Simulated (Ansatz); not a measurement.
Consider PbTe in the rock salt structure (space group Fm-3m, No. 225; a = 6.534 Å). Axes: x, y, z lie along the cube axes.

All numbers come from plane-wave PAW DFT at the r2SCAN level (Ansatz, a first-principles code, 500 eV), scalar-relativistic without spin-orbit coupling.

Strains are applied to the cell and any free atomic positions relax.

One change was made to it. Results:

```tsv
quantity	base	after
energy relative to the base (free energy F)	0 meV/atom	+2.7 meV/atom
smallest direct gap	1.09 eV	1.04 eV
valley order (the lowest conduction-band minima on the path, energy above the VBM, named in the base's zone)	L along ⟨111⟩ 1.09 eV; a point along ⟨110⟩, about 0.5 Å⁻¹ from Γ 1.61 eV; a point along ⟨100⟩, about 0.3 Å⁻¹ from Γ 2.01 eV	L along [1-11] 0.87 eV; L along [111] 1.07 eV; a point along [1-10], about 0.5 Å⁻¹ from Γ 1.35 eV; a point along [110], about 0.6 Å⁻¹ from Γ 1.68 eV
```

Task: Which change produced these results?
A) tensor shear ε_xy = +0.57 %
B) tensor shear ε_xy = +2.00 %
C) tensor shear ε_xy = +1.43 %

Result: B, tensor shear ε_xy = +2.00 %. For comparison, the valley order in the other runs: tensor shear ε_xy = +0.57 % gives L along [1-11] 1.03 eV; L along [111] 1.09 eV; a point along [1-10], about 0.5 Å⁻¹ from Γ 1.53 eV; a point along [110], about 0.6 Å⁻¹ from Γ 1.63 eV; tensor shear ε_xy = +1.43 % gives L along [1-11] 0.93 eV; L along [111] 1.08 eV; a point along [1-10], about 0.5 Å⁻¹ from Γ 1.42 eV; a point along [110], about 0.6 Å⁻¹ from Γ 1.66 eV.

Spin-orbit coupling, missing from the scalar runs, can matter with Pb and Te. No phonon test of stability was made.
